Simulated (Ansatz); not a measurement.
Response to strain in Rh

The parent structure is Rh in the fcc (Cu type) structure (space group Fm-3m, No. 225; a = 3.782 Å; relaxed with 0.1 eV smearing).

Strains are applied to the cell and any free atomic positions relax.

Calculations: plane-wave PAW DFT at the PBEsol level (Ansatz, a first-principles code, 420 eV), without spin-orbit coupling.

Candidates:
(a) isotropic strain +1.50 %
(b) isotropic strain −1.50 %
(c) isotropic strain +0.50 %
(d) isotropic strain +1.00 %

Notes on the quantities. energy relative to the base: free energy F.

Question: Order them by energy relative to the base, highest first.

Answer: (b) isotropic strain −1.50 % (+27 meV/atom), (a) isotropic strain +1.50 % (+24 meV/atom), (d) isotropic strain +1.00 % (+11 meV/atom), (c) isotropic strain +0.50 % (+2.7 meV/atom)

Stability against distortions was not tested. The final runs are not spin-polarised. Rh lies near a magnetic instability that expansion can trigger; it was not tested.
